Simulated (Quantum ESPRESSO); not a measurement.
## Convergence series on ZrAlFe4 (F-43m, 6 atoms in the cell)

```xyz
6
Lattice="0.0000 3.4339 3.4339 3.4339 0.0000 3.4339 3.4339 3.4339 0.0000" Properties=species:S:1:pos:R:3 pbc="T T T"
Zr     3.4339     3.4339     3.4339
Al     1.7169     1.7169     1.7169
Fe     6.0149     6.0149     6.0149
Fe     6.0149     4.2866     4.2866
Fe     4.2866     4.2866     6.0149
Fe     4.2866     6.0149     4.2866
```
Moments meant for the start (each program seeds them in its own way; μB, in the order of the atoms Zr Al Fe Fe Fe Fe): 1.0 0.0 4.0 4.0 4.0 4.0.

Computed with PBEsol, PSlibrary PAW (PBE) pseudopotentials (plane waves; Quantum ESPRESSO).

The starting cell comes from a database of computed structures (which also holds hypothetical and non-ambient phases and stackings), without a prior relaxation at this level. The magnetic order is the one reached from the typed start; others were not searched systematically. In the base run, with a pressure of about -8 GPa the cell is away from its equilibrium volume at this level.

Held fixed: ecutwfc = 55 Ry; ecutrho = 330 Ry; occupations = smearing; smearing = cold; degauss = 0.0073499 Ry; nspin = 2; input_dft = pbesol; conv_thr = 1e-09 Ry; mixing_beta = 0.3.

ΔF is the free energy per atom less that of the last row (automatic 6 6 6 0 0 0).

The magnetic state is not the same in all runs (site moments differ, or a search went on to a lower state), so steps between rows are not convergence errors alone.

```
K_POINTS               ΔF (meV/atom)  pressure (GPa)  largest force (eV/Å)  size of the net moment (μB/atom)  k-points  plane waves
---------------------  -------------  --------------  --------------------  --------------------------------  --------  -----------
automatic 1 1 1 0 0 0         1241.7            6.73                 0.289                              1.61         1         3719
automatic 2 2 2 0 0 0          -25.8          -12.00                 0.100                              0.94         3         3812
automatic 3 3 3 0 0 0           -2.4           -9.44                 0.016                              0.94         4         3771
automatic 4 4 4 0 0 0           -6.2           -7.87                 0.051                              1.07         8         3812
automatic 5 5 5 0 0 0           -3.8           -8.46                 0.037                              1.06        10         3780
automatic 6 6 6 0 0 0           0.00           -8.52                 0.049                              1.04        16         3812
```

Largest force within 0.02 eV/Å of the last row: from K_POINTS = automatic 4 4 4 0 0 0 on; the one before it is off by 0.033 eV/Å. The value it settles on is 0.049 eV/Å at this level of theory and with the other settings as held.

Size of the net moment within 0.05 μB/atom of the last row: from K_POINTS = automatic 4 4 4 0 0 0 on; the one before it is off by 0.098 μB/atom. The value it settles on is 1.0 μB/atom at this level of theory and with the other settings as held.
